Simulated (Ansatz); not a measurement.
The parent structure is La$_{2}$WN$_{4}$ (space group I4/mmm, No. 139; a = 3.9600 Å, c = 12.6166 Å; a hypothetical phase, not in the database extracts checked).

Levels (all Ansatz, an electronic-structure program, PAW): PBEsol (420 eV, scalar-relativistic without spin-orbit coupling); PBEsol+SOC (420 eV, with spin-orbit coupling).

The geometry is relaxed with PBEsol.

| Item | Value |
|---|---|
| PBEsol pressure | 0.0 GPa |

Problem. What does PBEsol+SOC give at this geometry for the pressure?

Solution. The pressure goes from zero to -0.2 GPa.

Single points use the geometry relaxed with PBEsol. The spin-orbit shifts are approximate. Stability against distortions was not tested. The runs without spin-orbit coupling are not spin-polarised.
